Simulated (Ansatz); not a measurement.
AlN: response to strain

Base system: AlN in the zinc blende structure (space group F-43m, No. 216; a = 4.370 Å).

Strains are applied to the cell and any free atomic positions relax.

Method: Kohn–Sham DFT with the r2SCAN functional, run in Ansatz (a program for electronic structure) with PAW and 500 eV plane waves, scalar-relativistic without spin-orbit coupling.

Notes on the quantities. hole mass: degenerate bands, along [100].

```tsv
case	hole mass	band gap	electron mass	shortest interatomic distance	smallest direct gap
base	–	3.94 eV	0.51 mₑ along k, 0.33 mₑ across (at X)	1.892 Å	4.84 eV
isotropic strain +0.50 %	–	3.93 eV	0.52 mₑ along k, 0.33 mₑ across (at X)	1.902 Å	4.70 eV
isotropic strain +1.00 %	0.32, 1.4, 1.4 mₑ (at Γ)	3.92 eV	0.52 mₑ along k, 0.33 mₑ across (at X)	1.911 Å	4.57 eV
isotropic strain +1.50 %	0.31, 1.4, 1.4 mₑ (at Γ)	3.90 eV	0.52 mₑ along k, 0.33 mₑ across (at X)	1.921 Å	4.43 eV
isotropic strain +2.00 %	0.31, 1.4, 1.4 mₑ (at Γ)	3.89 eV	0.52 mₑ along k, 0.33 mₑ across (at X)	1.930 Å	4.30 eV
isotropic strain +2.50 %	0.30, 1.4, 1.4 mₑ (at Γ)	3.88 eV	0.53 mₑ along k, 0.33 mₑ across (at X)	1.939 Å	4.17 eV
isotropic strain +3.00 %	0.30, 1.4, 1.4 mₑ (at Γ)	…	0.53 mₑ along k, 0.33 mₑ across (at X)	1.949 Å	…
```

Task: Some entries are withheld; estimate them.

Result: 
- isotropic strain +3.00 %, band gap: 3.86 eV
- isotropic strain +3.00 %, smallest direct gap: 4.04 eV

Effective masses come from finite differences of ±0.01 Å⁻¹. Along k means along the line from Γ to the band edge. Whether these cells are dynamically stable was not tested. This is not the structure that AlN has at room temperature and ambient pressure.
